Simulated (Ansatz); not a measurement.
Start from SrO in the rock salt structure (space group Fm-3m, No. 225; a = 5.1949 Å).

Level of theory: Kohn–Sham DFT with the PBE functional, run in Ansatz (a first-principles code) with PAW and 420 eV plane waves, spin-orbit coupling left out.

Before the change:

- Pressure: 0.00 GPa
- Electron mass: 1.2 mₑ along k, 0.41 mₑ across (at X)
- Smallest direct gap: 3.42 eV

It is then changed as follows: every lattice vector is shortened by 2.50 %, atoms relaxed at fixed cell.

Problem. What happens to the pressure, electron mass and smallest direct gap?

Solution. The pressure goes from zero to 7.62 GPa; the electron mass changes from 1.2 mₑ along k, 0.41 mₑ across (at X) to 1.2 mₑ along k, 0.39 mₑ across (at X); the smallest direct gap falls by 0.09 eV to 3.33 eV.

The cells carry an imposed strain or load. Effective masses come from finite differences of ±0.01 Å⁻¹. Along k means along the line from Γ to the band edge. Whether these cells are dynamically stable was not tested.
